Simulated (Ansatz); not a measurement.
Fluorite PtAl₂

Method: PBE-D4 (plane waves, PAW; Ansatz, a first-principles code).

Settings: plane-wave cutoff 500 eV, 16×16×16 k mesh, Fermi–Dirac smearing 0.1 eV, scalar-relativistic PAW data made under PBE.

Cell: relaxed at this level.

```json
{
  "volume_per_atom": "17.02 Å³/atom",
  "lattice_constant_a": "5.889 Å"
}
```

Measured, for comparison: lattice constant a 5.91 Å (temperature not stated, copied from a table, unchecked, no zero-point or thermal correction; as tabulated in Crystal Structures 1, 239 (1963)). Computed (rounded) less measured: lattice constant a not scored (unchecked). A static lattice is as a rule a little smaller and stiffer than an uncorrected measurement, which narrows the difference in the lattice constant a and would widen misses of the other sign.

Spin–orbit coupling is not included.

Static lattice: no zero-point or thermal effects.
